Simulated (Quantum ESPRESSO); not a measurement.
Sensitivity of a calculation on TlW₃O₉ (P6mm, 13 atoms in the cell) to its settings

```
Tl(WO3)3
1.0
    7.40911     0.00000     0.00000
   -3.70456     6.41648     0.00000
    0.00000     0.00000     3.81779
Tl W O
1 3 9
Direct
  0.00000   0.00000   0.93315
  0.50000   0.50000   0.49868
  0.00000   0.50000   0.49868
  0.50000   0.00000   0.49868
  0.50000   0.50000   0.99928
  0.00000   0.50000   0.99928
  0.50000   0.00000   0.99928
  0.78917   0.57834   0.49986
  0.21083   0.78917   0.49986
  0.42166   0.21083   0.49986
  0.21083   0.42166   0.49986
  0.78917   0.21083   0.49986
  0.57834   0.78917   0.49986
```

Base run A: PBEsol, PseudoDojo standard norm-conserving (PBESOL) pseudopotentials run with Quantum ESPRESSO 7.5, self-consistent single point.

Its settings: ecutwfc = 85 Ry; occupations = smearing; smearing = gauss; degauss = 0.019992 Ry; potentials = {Tl: Tl.upf, W: W.upf, O: O.upf}; K_POINTS = automatic 3 3 6 0 0 0; conv_thr = 1e-09 Ry; mixing_beta = 0.7.

The starting cell comes from a database of computed structures (which also holds hypothetical and non-ambient phases and stackings), without a prior relaxation at this level. Spin polarisation is off; with an odd number of electrons in the cell that forces a metal, and a magnetic state may lie lower.

ΔF is the free energy per atom less that of run A. A dash stands where there is no value to compare (another energy zero or no entropy term, no result, no spin, no clean gap, or a mesh too coarse for one). Absolute energies have different zeros for different potentials, functionals, Hubbard and dispersion terms and are not compared across them.

| run | change | ΔF (meV/atom) | pressure (GPa) | largest force (eV/Å) |
|---|---|---|---|---|
| A | base | 0.00 | -2.32 | 0.157 |
| B | lattice scaled by 0.985 | 11.0 | 8.32 | 0.267 |
| C | degauss: 0.019992 Ry → 0.0147 Ry | 2.1 | -2.34 | 0.158 |
| D | nbnd: default → 59 | 0.00 | -2.32 | 0.157 |
| E | smearing: gauss → cold; degauss: 0.019992 Ry → 0.0073499 Ry | 5.7 | -2.36 | 0.155 |
| F | vdw_corr: default → grimme-d3; dftd3_version: default → 4; dftd3_threebody: default → true [PBEsol-D3(BJ) with three-body term] | – | -2.48 | 0.223 |
| G | mixing_ndim: default → 6 | 0.00 | -2.32 | 0.157 |

Run C against A: The free energy goes up by 2.1 meV/atom, the pressure moves little (-2.32 to -2.34 GPa) and the largest force moves little (0.157 to 0.158 eV/Å).

Run B against A: The free energy rises by 11.0 meV/atom, the pressure goes from -2.32 to 8.32 GPa and the largest force goes from 0.157 to 0.267 eV/Å.

Run E against A: The free energy rises by 5.7 meV/atom, the pressure stays near -2.36 GPa while the zz stress (positive for compression) goes from -2.75 to -3.06 GPa and the largest force hardly changes (0.157 to 0.155 eV/Å).
